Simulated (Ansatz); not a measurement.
## Cu3N: pressure series

Take Cu3N (space group Pm-3m, No. 221; a = 3.765 Å) as the base.

Cell and atoms are relaxed at each pressure.

All numbers come from PBEsol (Ansatz, a first-principles code, PAW, no spin-orbit coupling).

Notes on the quantities. enthalpy: H = E + PV relative to the base's energy.

```
change             band gap  volume per atom       enthalpy
-----------------  --------  ---------------  -------------
base                   zero         13.34 Å³              –
pressure −2 GPa     0.07 eV         13.55 Å³  -0.17 eV/atom
pressure −1 GPa        zero         13.44 Å³  -0.08 eV/atom
pressure 0.9 GPa       zero         13.25 Å³  +0.07 eV/atom
pressure 2.1 GPa       zero         13.14 Å³  +0.17 eV/atom
pressure 4.5 GPa       zero       (withheld)  +0.37 eV/atom
pressure 9 GPa         zero         12.58 Å³  +0.73 eV/atom
pressure 15 GPa        zero         12.19 Å³  +1.19 eV/atom
pressure 22.5 GPa      zero         11.77 Å³  +1.75 eV/atom
pressure 30 GPa        zero         11.42 Å³  +2.29 eV/atom
```

### Question
Complete the table.

### Answer

- pressure 4.5 GPa, volume per atom: 12.93 Å³

Load acts through the strain it causes; cell and atoms are relaxed under it. Whether these cells are dynamically stable was not tested. Competing high-pressure phases were not computed. The final runs are not spin-polarised. Gaps under 0.05 eV, about the width of the smearing, are given as zero. A zero or small gap of Cu3N can be the functional's error rather than a property of the material.
